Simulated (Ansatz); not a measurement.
## Amorphous Si26O36C8

It comes from a melt-quench run on a machine-learned potential (CHGNet), relaxed afterwards by DFT. O atoms were pushed apart under 1.9 Å during the dynamics, to hinder bonds among them. The hot cell started wider than the set density and was brought back towards it in steps. It is the lowest in DFT energy of 2 quenches. It is a model cell: composition and starting density were chosen by hand, and all elements were melted together. No dispersion term was used. Cycles of charging and discharging annealed it further.

Methods: PBE, scalar-relativistic without spin-orbit coupling (Ansatz, an electronic-structure program); r2SCAN, scalar-relativistic without spin-orbit coupling (Ansatz). Geometry, pressure, stress and energy are those of the PBE run. Its sampling: a 2×2×2 Γ-centred mesh; Fermi-Dirac width 0.01 eV; collinear spin, started from moments on atoms (at the end a net moment of 0.0 μB, with unpaired spins of both signs, a broken-symmetry state; no other order was tried). Other functionals are single points at the zone centre (r2SCAN at 500 eV), free to take moments where seeds were set. In the spin-polarised cell the level spacing at the Fermi energy can part levels of unlike spin. At PBE the levels at both edges of the gap are localised (band-tail or defect states), and the nearest spread-out levels lie 2.4 eV apart at the zone centre.

```yaml
number_of_atoms_in_the_cell: 70
Density (held, not predicted): 2.20 g/cm^3
volume_per_atom: 15.13 Å^3
Pressure on a 2×2×2 Γ-centred mesh: -3.8 kbar
Largest force and stress component on that mesh (the relaxation ran on the zone centre alone): 0.10 eV/Å and 2.4 GPa
Energy relative to alpha cristobalite + 6H silicon carbide (lowest mix at this level among the phases computed, not always the ambient ones): 0.541 eV/atom
Level spacing at the Fermi energy on a 2×2×2 Γ-centred mesh (PBE): 0.74 eV
Level spacing at the Fermi energy at the zone centre (PBE): 0.78 eV
Level spacing at the Fermi energy at the zone centre (r2SCAN): 1.08 eV
net_moment: 0.00 μB (unpaired spins of both signs, a broken-symmetry state)
```

Neighbours within Si-Si 2.60 Å, Si-O 2.14 Å, Si-C 2.19 Å, O-O 1.58 Å, O-C 1.68 Å, C-C 1.78 Å count as bonded. Two cations that share two anions don't count as bonded, nor two that share one unless they lie closer than Si-Si 2.38 Å, Si-C 2.00 Å, C-C 1.63 Å.

```
Item                                                    Value
-----------------------  ------------------------------------
Mean coordination of Si  3.58 (4 with 2, 3 with 3, 19 with 4)
Mean coordination of O             2.06 (34 with 2, 2 with 3)
Mean coordination of C              3.12 (7 with 3, 1 with 4)
Mean Si-O bond           1.674 Å (spread 0.074 Å, 70 counted)
Mean Si-C bond           1.861 Å (spread 0.068 Å, 19 counted)
```

Its density started from a set value of 2.20 g/cm³. The quench (nominally 400 K/ps over its main leg) was far faster than any real one, so the model tends to hold more defects than a real film. One small periodic cell is one sample of the glass; other quenches scatter about these values. The volume was held where the preparation left it, at a PBE pressure of -0.4 GPa (tension). Stress components on the final sampling reach 2.4 GPa. Cycles of charging lowered its energy after that relaxation.
